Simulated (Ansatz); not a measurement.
The reference is TaGe2 in the fluorite structure (space group Fm-3m, No. 225; a = 6.189 Å; a hypothetical phase, not in the database extracts checked). Axes: x, y, z lie along the cube axes.

Modification: biaxial strain −0.74 %, plane normal [110], relaxed out of plane (Cartesian); in-plane vectors clamped, the third vector and the atoms free.

Levels (all Ansatz, a program for electronic structure, PAW): PBEsol (420 eV, spin-orbit coupling left out); r2SCAN (500 eV, no SOC).

The geometry is relaxed with PBEsol.

- PBEsol pressure: -1.8 GPa

Question: Predict the pressure from r2SCAN.

Answer: The pressure increases by 2.1 GPa (-1.8 GPa → 0.3 GPa).

Single points use the geometry relaxed with PBEsol. Their cutoffs differ, which shifts pressures a little. No phonon test of stability was made. The final runs are not spin-polarised. An odd electron count without spin: TaGe2. Under biaxial strain −0.74 %, plane normal [110], relaxed out of plane the cell ends below the base's energy or with stress of the wrong sign: the atoms slid into a distortion or the cell is elastically unstable, so the base is not a stable minimum at this level. TaGe2 has a high density of states at the Fermi level and may be magnetic at this level.
